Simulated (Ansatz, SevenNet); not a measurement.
C axis length of SiO2 (P4₁2₁2, No. 92) at several levels of theory

No measured value is used here.

| level (code) | value (Å) |
|---|---|
| SevenNet-l3i5 (SevenNet) | 7.125 |
| LDA (Ansatz) | 6.871 |
| PBE (Ansatz) | 7.103 |
| PBE-D3(BJ) (Ansatz) | 6.813 |
| r²SCAN-D4 (Ansatz) | 6.792 |
| r²SCAN+rVV10 (Ansatz) | 6.745 |
| HSE06 (Ansatz) | 7.079 |

Cutoffs and k meshes differ between the levels. Ansatz's density-functional and Hartree–Fock values are scalar-relativistic unless marked +SOC, with PAW data made under PBE.

Machine-learned potentials (SevenNet-l3i5) are trained on DFT data, which may include these solids.

Ansatz is a quantum-chemistry and plane-wave program.
